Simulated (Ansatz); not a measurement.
A (5,5) blue phosphorus nanotube has 20 atoms in a period of 3.299 Å, a mean diameter of 9.21 Å, and lies 84 meV/atom over the flat sheet relaxed at the same level.

Calculation: PBE (plane waves to 420 eV, PAW; Ansatz, a first-principles code). Mesh 1×1×10. No spin polarisation. Periodic along z alone, with about 11 Å of vacuum beside it. A hypothetical model, rolled from the flat sheet. It keeps the symmetry and period of its start, so it need not be a minimum against all distortions.

Q: Which bending rigidity of the sheet does this imply in the thin-plate picture?

A: A plate bent to radius R stores D/(2R²) an area. The area an atom is π × 9.21 × 3.299/20 = 4.77 Å², so the stored energy is 0.084/4.77 = 0.0176 eV/Å². With R = 4.605 Å, D = 2R² × 0.0176 = 0.75 eV.
